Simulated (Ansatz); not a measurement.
Take MoSe₂ in the 2H-MoS2 type structure (space group P6_3/mmc, No. 194; layered, stacked along the Cartesian z axis) as the base.

```
MoSe2
1.0
    3.27711     0.00000     0.00000
   -1.63855     2.83806     0.00000
    0.00000     0.00000    12.73180
Mo Se
2 4
Cartesian
  0.00000   1.89204   3.18295
  1.63855   0.94602   9.54885
  0.00000   1.89204   7.87485
  1.63855   0.94602   1.50895
  1.63855   0.94602   4.85695
  0.00000   1.89204  11.22285
```

Levels (all Ansatz, a program for electronic structure, PAW): PBE-D3(BJ) (420 eV, spin-orbit coupling left out); HSE06 (420 eV, no spin-orbit coupling).

The geometry is relaxed with PBE-D3(BJ).

- PBE-D3(BJ) lowest conduction level above the VBM at special points = K 1.17 eV; H 1.17 eV; M 1.56 eV; Γ 2.47 eV

Question: What does HSE06 give at this geometry for the lowest conduction level above the VBM at special points?

Answer: The lowest conduction level above the VBM at special points becomes K 1.62 eV; H 1.63 eV; M 2.13 eV; Γ 3.12 eV (PBE-D3(BJ): K 1.17 eV; H 1.17 eV; M 1.56 eV; Γ 2.47 eV).

Single points use the geometry relaxed with PBE-D3(BJ). HSE06 gaps are upper bounds (no full band path). The levels and masses belong to the bands next to the band gap. Whether these cells are dynamically stable was not tested.
